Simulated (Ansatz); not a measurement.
**Worked example: self-consistent single point of MoCl6 (P-31m, 7 atoms in the cell) in Ansatz (a quantum-chemistry and plane-wave program)**

Computed with LDA (PW92), default PAW files made with PBE (plane waves; Ansatz).

The input file:

Ansatz 0.2 input:
```yaml
crystal:
  lattice:
    - [6.15496000, 0.00000000, 0.00000000]
    - [-3.07748000, 5.33035200, 0.00000000]
    - [0.00000000, 0.00000000, 5.64892200]
  atoms:
    - { symbol: Mo, position_ang: [0.00000000, 0.00000000, 2.82446100] }
    - { symbol: Cl, position_ang: [0.93435370, 1.61834817, 1.50425144] }
    - { symbol: Cl, position_ang: [2.14312630, 3.71200383, 4.14467056] }
    - { symbol: Cl, position_ang: [4.28625259, 0.00000000, 1.50425144] }
    - { symbol: Cl, position_ang: [1.86870741, 0.00000000, 4.14467056] }
    - { symbol: Cl, position_ang: [-2.14312630, 3.71200383, 1.50425144] }
    - { symbol: Cl, position_ang: [-0.93435370, 1.61834817, 4.14467056] }
basis:
  ecutwfc: 420.0
kpoints:
  mp_grid: { grid: [5, 5, 5] }
hamiltonian:
  xc: lda
  pseudopotentials: { kind: paw }
scf:
  occupations: { method: fixed }
output:
  forces: true
  eigenvalues: true
  stress: true
```

Log, with long lists cut:

```
WARN ansatz: RAYON_NUM_THREADS=1 ignored (pool sized by the plan → 1); use --threads N
Pseudopotentials: kind: paw
Pseudopotential: Mo, paw, valence charge 14
Pseudopotential: Cl, paw, valence charge 7
Crystal: 7 atoms, lattice volume = 185.330 Å³
Basis set: ecut = 420 eV, 3613 PW (Γ)
Bands: 35, of which v1, the nominal top of the filled ones, is band 28 counted from 1 (27 counted from 0)
Symmetry: 12 space group operations
Space group: P-31m (ITA 162), of the structure as read, at distance tolerance 5.7e-5 Å
k-points: 19 of 125
PAW frozen core: Mo, regenerated for the run's functional, and the local potential with it
PAW frozen core: Cl, regenerated for the run's functional, and the local potential with it
Initial density: superposition of atomic densities (neutral atoms: chi_scale 0, normalization atom), corrected by the library's trained network
Initial wavefunctions: pseudopotential atomic-orbital guess
Eigensolver: davidson
Functional: x = slater, c = lda
SCF iter   1: F=—  HF=-11112.265682 eV  |F-HF|=—  |Δ(HF+E_count)|=         —  Δρ=5.70e-3  dr2=4.45e-2  ethr=1.77e-3  ⟨swp⟩=4.1  Hψ=2381  notcnv=0  defer=75
all-band conjugate gradients solve this SCF's bands
preconditioner: auto → Resta (q_TF=auto, 2.235 Å⁻¹)
SCF iter   2: F=—  HF=-11112.259103 eV  |F-HF|=—  |Δ(HF+E_count)|=   6.58e-3  Δρ=3.28e-3  dr2=1.65e-2  ethr=7.95e-5  ⟨swp⟩=2.6  Hψ=1098  notcnv=0  defer=92
SCF iter   3: F=—  HF=-11112.257463 eV  |F-HF|=—  |Δ(HF+E_count)|=   1.64e-3  Δρ=2.01e-3  dr2=1.24e-2  ethr=2.95e-5  ⟨swp⟩=3.0  Hψ=1064  notcnv=0  defer=91
SCF iter   4: F=—  HF=-11112.255962 eV  |F-HF|=—  |Δ(HF+E_count)|=   1.50e-3  Δρ=3.08e-4  dr2=2.89e-4  ethr=2.21e-5  ⟨swp⟩=2.0  Hψ=668  notcnv=0  defer=92
SCF iter   5: F=—  HF=-11112.256008 eV  |F-HF|=—  |Δ(HF+E_count)|=   4.62e-5  Δρ=6.37e-5  dr2=1.05e-5  ethr=5.16e-7  ⟨swp⟩=2.1  Hψ=828  notcnv=0  defer=39
SCF iter   6: F=—  HF=-11112.256046 eV  |F-HF|=—  |Δ(HF+E_count)|=   3.77e-5  Δρ=1.63e-5  dr2=8.87e-7  ethr=1.88e-8  ⟨swp⟩=2.4  Hψ=1084  notcnv=0  defer=38
SCF iter   7: F=-11112.256046 eV  HF=-11112.256046 eV  |F-HF|=3.15e-8  |Δ(HF+E_count)|=   4.25e-7  Δρ=4.22e-6  dr2=5.52e-8  ethr=1.79e-10  ⟨swp⟩=12.1  Hψ=3917  notcnv=0
SCF 1 converged in 7 iterations: F = -11112.256046 eV  dr2 = 5.52e-8
SCF converged after 7 iterations
Free energy (F): -11112.256046 eV
Harris-Foulkes:  -11112.256046 eV  (|F-HF|=3.15e-8)
Internal energy: -11112.256046 eV  (E = F + TS)
E sigma→0 (E₀):  -11112.256046 eV
Fermi energy:    1.689542 eV
--- Per-component energies (eV) ---
  E_band       = -476.599096
  E_kinetic    = 1396.073009
  E_local      = -3819.598518  (includes V_loc(G=0)·N_el)
  E_nonlocal   = 325.524661
  E_hartree    = 1351.044087
  E_xc         = -810.875949
  E_vxc        = -948.037915  (∫ρ·V_xc dr)
  E_paw        = -6837.755933  (= ΣΔE_a)
  E_vpaw       = -132.647975  (= ΣTr[D̂ρ^β])
  E_aug_tail   = 0.000616  (compensation charges beyond the density's cutoff)
  E_ewald      = -2718.283786
  E_core_change = 1.615767  (= ΣΔE_core)
  E_smearing   = -0.000000  (= −TS)
  E_closure    = -0.000000  (closes the sum)
  Σ components = -11112.256046   (vs F -11112.256046, Δ=0.00e0)
--- Forces (eV/Å), atoms counted from 1 ---
  atom   1  Mo     0.00000000     0.00000000     0.00000000
  atom   2  Cl    -0.05332694    -0.09236498     0.03780794
  atom   3  Cl     0.05332694     0.09236498    -0.03780794
  atom   4  Cl     0.10665389     0.00000000     0.03780794
  atom   5  Cl    -0.10665389     0.00000000    -0.03780794
  atom   6  Cl    -0.05332694     0.09236498     0.03780794
  atom   7  Cl     0.05332694    -0.09236498    -0.03780794
  max |Σ_I F_I| component: 2.78e-17 eV/Å
--- Stress (GPa, compression-positive) ---
       -1.996950      -0.000000       0.000000
       -0.000000      -1.996950      -0.000000
        0.000000       0.000000      -2.171927
  P = ⅓ Tr σ = -2.0553 GPa (-20.553 kbar)
  The stress holds the Pulay correction. Without it, at fixed plane waves, as pw.x and ABINIT print it: P = -2.0589 GPa
--- Band table (eV; the first three rows and the last of 19) ---
  k-point 0: bands = ["-60.1054", "-34.1827", "-34.1827", "-34.1822", "-12.6016", "-11.7032", "-11.7032", "-11.5181", "-11.4829", "-11.4829", "-2.3199", "-2.3194", "-2.3194", "-2.1607", "-1.4911", "-1.4911", "-0.5662", "-0.5662", "-0.4075", [...]
  k-point 1: bands = ["-60.1054", "-34.1827", "-34.1827", "-34.1822", "-12.5442", "-11.7234", "-11.7234", "-11.5978", "-11.4602", "-11.4602", "-2.2577", "-2.2577", "-2.1323", "-2.0490", "-1.6263", "-1.6263", "-0.7285", "-0.7285", "-0.5272", [...]
  k-point 2: bands = ["-60.1054", "-34.1827", "-34.1827", "-34.1823", "-12.4251", "-11.7524", "-11.7503", "-11.7503", "-11.4294", "-11.4294", "-2.1332", "-2.1332", "-1.9458", "-1.8030", "-1.8030", "-1.5854", "-0.9950", "-0.9950", "-0.7483", [...]
  k-point 18: bands = ["-60.1054", "-34.1828", "-34.1827", "-34.1822", "-12.3289", "-11.8151", "-11.7862", "-11.6107", "-11.5352", "-11.4857", "-2.3507", "-2.3458", "-2.0642", "-1.8535", "-1.5807", "-1.5669", "-0.7405", "-0.5071", "-0.4975", [...]
```

The run converged in 7 iterations.

The starting cell comes from a database of computed structures (which also holds hypothetical and non-ambient phases and stackings), without a prior relaxation at this level. Its lattice was rescaled by up to half a per cent. Ansatz's pressure includes its estimate of the finite-basis (Pulay) stress.
